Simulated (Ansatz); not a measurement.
The starting structures come from a database of crystals and need not be the phases stable at ambient conditions.

By PBEsol, the system below comes out a metal.

The ballistic (Sharvin) conductance counts the channels at the Fermi level: G/A = (e²/h) × channels of both spins per area.

Given:

```
AlRh
1.0
    2.97732     0.00000     0.00000
    0.00000     4.21057     0.00000
    0.00000     2.10528     2.10528
Al Rh
1 1
Direct
  0.00000   0.00000   0.00000
  0.50000   0.50000   0.00000
```

The cell is taken as given; by PBEsol it stands under a pressure of -1.1 GPa.

The current flows along the normal of the first two printed cell vectors, the (110) plane of the conventional cell. No spin-orbit coupling; the value is a mean over 0.1 eV about the Fermi level.

Question: Predict the ballistic conductance per area from PBEsol (Ansatz, a first-principles code).

Answer: 0.41 × 10¹⁵ S/m² for both spins.
